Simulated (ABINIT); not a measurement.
**Worked example: self-consistent single point of RePt (R-3m, 2 atoms in the cell) in ABINIT**

Computed with LDA (PW92), PAW (JTH v2.0 LDA PAW) (plane waves; ABINIT).

Input:

```
# RePt, JTH v2.0 LDA PAW
pp_dirpath "./"
pseudos "Re.LDA_PW-JTH.xml, Pt.LDA_PW-JTH.xml"
acell 3*1.0
rprim
         2.6195191791    1.5123801032    8.6412016727
        -2.6195191791    1.5123801032    8.6412016727
        -0.0000000000   -3.0247602064    8.6412016727
natom 2
ntypat 2
znucl 75 78
typat 1 2
xcart
         0.0000000000    0.0000000000    6.8590905000
         0.0000000000    0.0000000000    0.0000000000
      Angstrom
ecut 21
pawecutdg 42
pawxcdev 0
occopt 3
tsmear 0.136 eV
nband 18
kptopt 1
ngkpt 15 15 15
nshiftk 1
shiftk 0 0 0
nstep 50
tolvrs 1.0e-10
prtwf 0
prtden 0
prtvol 1
```

Log, with long lists cut:

```
 Symmetries : space group R-3 m (#166); Bravais hR (rhombohedral)

 -outvars: echo values of preprocessed input variables --------
            acell      1.0000000000E+00  1.0000000000E+00  1.0000000000E+00 Bohr
             ecut      2.10000000E+01 Hartree
              ixc       -1012
         kptrlatt       15    0    0      0   15    0      0    0   15
          kptrlen      7.85855754E+01
            natom           2
            nband          18
            ngfft          40      40      40
          ngfftdg          54      54      54
             nkpt         344
            nstep          50
             nsym          12
           ntypat           2
           occopt           3
        pawecutdg      4.20000000E+01 Hartree
         pawxcdev           0
            rprim      2.6195191791E+00  1.5123801032E+00  8.6412016727E+00
                      -2.6195191791E+00  1.5123801032E+00  8.6412016727E+00
                      -0.0000000000E+00 -3.0247602064E+00  8.6412016727E+00
          spgroup         166
           tolvrs      1.00000000E-10
           tsmear      4.99790825E-03 Hartree
            typat      1  2
           useylm           1
             xred      5.0000000218E-01  5.0000000218E-01  5.0000000218E-01
                       2.1844049902E-09  2.1844049902E-09  2.1844049902E-09
            znucl       75.00000   78.00000

== DATASET  1 ==================================================================

 Real(R)+Recip(G) space primitive vectors, cartesian coordinates (Bohr,Bohr^-1):
 R(1)=  2.6195192  1.5123801  8.6412017  G(1)=  0.1908747  0.1102016  0.0385749
 R(2)= -2.6195192  1.5123801  8.6412017  G(2)= -0.1908747  0.1102016  0.0385749
 R(3)=  0.0000000 -3.0247602  8.6412017  G(3)=  0.0000000 -0.2204031  0.0385749
 Unit cell volume ucvol=  2.0540354E+02 bohr^3
 Angles (23,13,12)=  3.32516733E+01  3.32516733E+01  3.32516733E+01 degrees

 Coarse grid specifications (used for wave-functions):

 getcut: wavevector=  0.0000  0.0000  0.0000  ngfft=  40  40  40
         ecut(hartree)=     21.000   => boxcut(ratio)=   2.11885

 Fine grid specifications (used for densities):

 getcut: wavevector=  0.0000  0.0000  0.0000  ngfft=  54  54  54
         ecut(hartree)=     42.000   => boxcut(ratio)=   2.02289

   1.96410082E+03                                ecore*ucvol(ha*bohr**3)

 newkpt: prtvol=0 or 1, do not print more k-points.
_setup2: Arith. and geom. avg. npw (full set) are     944.092     944.067

--- !BeginCycle
solver: {iscf: 17, nstep: 50, nline: 4, wfoptalg: 10, }
tolerances: {tolvrs: 1.00E-10, }
...

     iter   Etot(hartree)      deltaE(h)  residm     nres2
 ETOT  1  -107.34169165790    -1.073E+02 2.871E+00 8.928E+01
 ETOT  2  -108.04492987193    -7.032E-01 1.173E-01 1.951E+02
 ETOT  3  -107.73506853086     3.099E-01 3.270E-02 1.286E+01
 ETOT  4  -107.75048470695    -1.542E-02 1.541E-02 7.424E-01
 ETOT  5  -107.75472693605    -4.242E-03 1.213E-02 8.461E-01
 ETOT  6  -107.75519971339    -4.728E-04 4.772E-03 6.038E-01
   [... 12 lines left out ...]
 ETOT 19  -107.75498383277     2.430E-09 3.407E-04 4.092E-07
 ETOT 20  -107.75498383288    -1.027E-10 3.362E-04 1.845E-07
 ETOT 21  -107.75498383275     1.264E-10 2.779E-04 3.385E-08
 ETOT 22  -107.75498383275     2.586E-12 2.615E-04 2.663E-10
 ETOT 23  -107.75498383275    -1.577E-12 2.033E-04 9.808E-11

 At SCF step   23       nres2   =  9.81E-11 < tolvrs=  1.00E-10 =>converged.

 Cartesian components of stress tensor (hartree/bohr^3)
  sigma(1 1)=  6.13466544E-04  sigma(3 2)=  0.00000000E+00
  sigma(2 2)=  6.13466544E-04  sigma(3 1)=  0.00000000E+00
  sigma(3 3)=  5.81053982E-04  sigma(2 1)=  0.00000000E+00

 ----iterations are completed or convergence reached----

 reduced coordinates (array xred) for    2 atoms
       0.500000002184      0.500000002184      0.500000002184
       0.000000002184      0.000000002184      0.000000002184
 cartesian forces (eV/Angstrom) at end:
    1     -0.00000000000000    -0.00000000000000    -0.00000000000000
    2     -0.00000000000000    -0.00000000000000    -0.00000000000000
 frms,max,avg= 0.0000000E+00 0.0000000E+00   0.000E+00  0.000E+00  0.000E+00 e/A
 length scales=  1.000000000000  1.000000000000  1.000000000000 bohr
              =  0.529177208590  0.529177208590  0.529177208590 angstroms
 Fermi (or HOMO) energy (hartree) =   0.36175   Average Vxc (hartree)=  -0.49415
 Eigenvalues (hartree) for nkpt= 344  k points:
 kpt#   1, nband= 18, wtk=  0.00030, kpt=  0.0000  0.0000  0.0000 (reduced coord)
  -2.59470   -1.19484   -1.17159   -1.17159   -0.02159    0.08931    0.21138    0.21138
   0.23798    0.25150    0.25150    0.33863    0.33991    0.33991    0.43857    0.43857
   0.62081    0.85396
      occupation numbers for kpt#   1
   2.00000    2.00000    2.00000    2.00000    2.00000    2.00000    2.00000    2.00000
   2.00000    2.00000    2.00000    1.98061    1.97504    1.97504    0.00000    0.00000
   0.00000    0.00000
 prteigrs : prtvol=0 or 1, do not print more k-points.

--- !EnergyTerms
comment             : Components of total free energy in Hartree
kinetic             :  2.63089405537223E+01
hartree             :  1.53227793948321E+01
xc                  : -1.52019235206950E+01
Ewald energy        : -9.78066061913308E+01
psp_core            :  9.56215650683041E+00
local_psp           : -4.49396795044728E+01
spherical_terms     : -9.96768385232667E-01
internal            : -1.07751101146347E+02
'-kT*entropy'       : -3.87740865458440E-03
total_energy        : -1.07754978555001E+02
total_energy_eV     : -2.93216208428620E+03
...

-Cartesian components of stress tensor (GPa)         [Pressure= -1.7731E+01 GPa]
- sigma(1 1)=  1.80488058E+01  sigma(3 2)=  0.00000000E+00
- sigma(2 2)=  1.80488058E+01  sigma(3 1)=  0.00000000E+00
- sigma(3 3)=  1.70951955E+01  sigma(2 1)=  0.00000000E+00

 Calculation completed.
```

The run converged in 23 iterations.

The starting cell comes from a database of computed structures (which also holds hypothetical and non-ambient phases and stackings), without a prior relaxation at this level. Spin polarisation is off. With a pressure of about -18 GPa the cell is away from its equilibrium volume at this level.

Cost on one core of a shared machine: roughly 10 min.
